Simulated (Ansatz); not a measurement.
**Sc in the hcp (Mg type) structure (space group P6_3/mmc, No. 194)**

Space group P6₃/mmc (No. 194); a = b = 3.2772 Å, c = 5.0855 Å, α = β = 90.00°, γ = 120.00°

```
atom  site  symmetry       x       y       z
----  ----  --------  ------  ------  ------
Sc      2d      -6m2  0.6667  0.3333  0.2500
```

Method: plane-wave PAW DFT at the PBEsol level (Ansatz, a program for electronic structure, 420 eV), no spin-orbit coupling, earlier PAW set. Settings: 16×16×9 k-points, 0.05 eV Fermi–Dirac smearing.

```yaml
volume_per_atom: 23.65 Å³
density: 3.16 g/cm³
band_gap: zero
total_energy: -2111.371 eV/atom (σ→0; compares only within this code and set-up)
```

Stability against distortions was not tested. All final runs are without spin polarisation.
